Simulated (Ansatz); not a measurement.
The reference is Ag in the fcc (Cu type) structure (space group Fm-3m, No. 225; a = 4.0009 Å; relaxed with 0.1 eV smearing). Axes: x, y, z lie along the cube axes.

Level of theory: LDA (Ansatz, a quantum-chemistry and plane-wave program), no SOC.

Base values:

* **Shortest interatomic distance**: 2.829 Å

The change: uniaxial strain ε_zz = −1.00 %, all other strain components held at zero; the atoms relax in the strained cell.

**Question.** What happens to the stress, energy relative to the base and shortest interatomic distance?

**Answer.** The stress (xx, yy, zz, yz, xz, xy; compression positive) amounts to (1.3, 1.3, 1.7, 0.0, 0.0, 0.0) GPa; the energy rises by 0.9 meV/atom; the shortest interatomic distance decreases by 0.014 Å (2.829 Å → 2.815 Å).

Whether these cells are dynamically stable was not tested.
